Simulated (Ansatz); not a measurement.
For GaAs in the zinc blende structure at 400 K, quasi-harmonic approximation with PBE in Ansatz (a program for electronic structure) gives a volume expansion coefficient α_V = 25.93 × 10⁻⁶ K⁻¹, an isothermal bulk modulus B_T = 56.1 GPa, a molar volume V_m = 28.874 cm³/mol and C_V = 48.14 J/(mol K). At this level the gap is small or closed, and a narrow smearing was used. Dynamical quadrupoles are not included in the interpolation of the phonons between the solved wave vectors.

Problem. Work out the Grüneisen parameter, C_P and the adiabatic bulk modulus.

Solution. γ = α_V B_T V_m / C_V = 0.87. C_P − C_V = α_V² B_T V_m T = 0.44 J/(mol K), so C_P = 48.57 J/(mol K). B_S = B_T C_P/C_V = B_T (1 + α_V γ T) = 56.6 GPa.
